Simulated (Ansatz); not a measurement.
# A computed series for SiC: response to strain

The parent structure is SiC in the zinc blende structure (space group F-43m, No. 216; a = 4.380 Å).

Strains are applied to the cell and any free atomic positions relax.

Computed with Ansatz (a first-principles code) PBE, no spin-orbit coupling.

```tsv
isotropic strain (%)	band gap (eV)
-4.37	1.24
-1.24	?
0	1.37
5.41	1.50
```

Task: Fit E_g = E₀ + Dε (ε in %) to the rows shown and predict the withheld row.

Result: Least squares on the printed values gives E₀ = 1.36 eV, D = 26.5 meV per % of strain (largest residual 0.01 eV); this predicts 1.33 eV, and the run gives 1.34 eV, in agreement.

No phonon test of stability was made.
